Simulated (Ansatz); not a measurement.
# A computed series for CdTe: response to strain

Consider CdTe in the zinc blende structure (space group F-43m, No. 216; a = 6.5578 Å).

Strains are applied to the cell and any free atomic positions relax.

Level of theory: plane-wave PAW DFT at the r2SCAN level (Ansatz, a program for electronic structure, 500 eV), spin-orbit coupling left out.

```
variant                   width of the top valence band  shortest interatomic distance
------------------------  -----------------------------  -----------------------------
base                                            2.09 eV                        2.840 Å
isotropic strain −3.00 %                        2.49 eV                        2.754 Å
isotropic strain −2.50 %                        2.42 eV                        2.769 Å
isotropic strain −2.00 %                        2.35 eV                        2.783 Å
isotropic strain −1.50 %                        2.28 eV                        2.797 Å
isotropic strain −1.00 %                        2.21 eV                        2.811 Å
isotropic strain −0.50 %                        2.15 eV                        2.825 Å
```

With Te present, leaving out spin-orbit coupling can change the band edges. The levels and masses belong to the bands next to the band gap. Whether these cells are dynamically stable was not tested.
